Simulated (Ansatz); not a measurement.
# A computed series for HfSi2: pressure series

The reference is HfSi2 (space group Cmcm, No. 63; a = 3.650 Å, b = 14.351 Å, c = 3.635 Å).

Cell and atoms are relaxed at each pressure.

All numbers come from Kohn–Sham DFT with the PBEsol functional, run in Ansatz (a program for electronic structure) with PAW and 420 eV plane waves, spin-orbit coupling left out, earlier PAW set.

```
pressure (GPa)  volume per atom (Å³/atom)
--------------  -------------------------
-2                                 16.112
-1                                 15.988
0                                  15.869
3                                  15.536
7                                       ?
15                                 14.473
50                                 12.569
75                                 11.709
100                                11.055
```

**Question.** Fit the third-order Birch–Murnaghan form P(V) = (3B₀/2)[(V₀/V)^(7/3) − (V₀/V)^(5/3)]·[1 + (3/4)(B₀′ − 4)((V₀/V)^(2/3) − 1)] (squares taken in P) to the rows shown and predict the withheld row.

**Answer.** Least squares on the printed values gives V₀ = 15.870 Å³/atom, B₀ = 135 GPa, B₀′ = 4.0; this predicts 15.139 Å³/atom, and the run gives 15.140 Å³/atom, in agreement.

Load acts through the strain it causes; cell and atoms are relaxed under it. Stability against distortions was not tested. Competing high-pressure phases were not computed. The final runs are not spin-polarised.
